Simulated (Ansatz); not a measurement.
Band structure of ZnO (P6_3mc, 4 atoms in the cell).

```xyz
4
Lattice="3.1645 0.0000 0.0000 -1.5823 2.7405 0.0000 0.0000 0.0000 5.1046" Properties=species:S:1:pos:R:3 pbc="T T T"
Zn     1.5823     0.9135     2.5553
Zn     0.0000     1.8270     0.0030
O      1.5823     0.9135     4.4906
O      0.0000     1.8270     1.9383
```

Method: PBE (plane waves, PAW; Ansatz, a first-principles code).

Settings: basis.ecutwfc = 420 eV; kpoints.mp_grid.grid = 10 10 5; hamiltonian.xc = pbe; hamiltonian.pseudopotentials = {kind: paw} (the program's default PAW files); scf.occupations.method = fixed; kpoints.band_path.npoints = 8.

The starting cell comes from a database of computed structures (which also holds hypothetical and non-ambient phases and stackings), without a prior relaxation at this level. Its lattice was rescaled by a random factor within 2.5 % of one.

### Question
Predict the gap along the standard path and the places of the band edges.

### Answer
The gap along the path is 0.90 eV, direct at Γ to within 0.01 eV.

Levels in eV from the top of the valence band on the path, bands 15 to 21:
| point | 15 | 16 | 17 | 18 | 19 | 20 | 21 |
|---|---|---|---|---|---|---|---|
| Γ | -0.88 | -0.12 | 0.00 | 0.00 | 0.90 | 5.51 | 8.43 |
| M | -3.04 | -2.51 | -1.41 | -0.94 | 6.10 | 6.96 | 7.67 |
| K | -3.63 | -2.09 | -2.09 | -1.91 | 7.66 | 8.15 | 8.15 |
| A | -0.44 | -0.44 | -0.44 | -0.44 | 3.62 | 3.62 | 10.36 |
| L | -1.67 | -1.67 | -1.51 | -1.51 | 5.84 | 5.84 | 8.85 |
| H | -2.91 | -2.91 | -1.40 | -1.40 | 8.12 | 8.12 | 8.34 |

Keys are those of Ansatz 0.2.
